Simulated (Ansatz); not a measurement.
The reference is IrO2 in the rutile structure (space group P4_2/mnm, No. 136).

```yaml
crystal:
  lattice:
    - [4.52929, 0.00000, 0.00000]
    - [0.00000, 4.52929, 0.00000]
    - [0.00000, 0.00000, 3.17979]
  atoms:
    - { symbol: Ir, position: [0.00000, 0.00000, 0.00000] }
    - { symbol: Ir, position: [0.50000, 0.50000, 0.50000] }
    - { symbol: O, position: [0.30843, 0.30843, 0.00000] }
    - { symbol: O, position: [0.80843, 0.19157, 0.50000] }
    - { symbol: O, position: [0.19157, 0.80843, 0.50000] }
    - { symbol: O, position: [0.69157, 0.69157, 0.00000] }
```

All numbers come from Kohn–Sham DFT with the PBE functional, run in Ansatz (a first-principles code) with PAW and 420 eV plane waves, no SOC.

One change was made to it. Results:

```tsv
quantity	base	after
shortest interatomic distance	1.976 Å	1.967 Å
c/a ratio	0.702	0.704
```

Which change produced these results?
(A) pressure 3 GPa
(B) pressure 10 GPa
(C) pressure −2 GPa

A, pressure 3 GPa. For comparison, the shortest interatomic distance in the other runs: pressure −2 GPa gives 1.982 Å; pressure 10 GPa gives 1.950 Å.

Load acts through the strain it causes; cell and atoms are relaxed under it. Stability against distortions was not tested. Competing high-pressure phases were not computed. No Hubbard U is applied, and correlation can decide whether such a compound is a metal. All final runs are without spin polarisation.
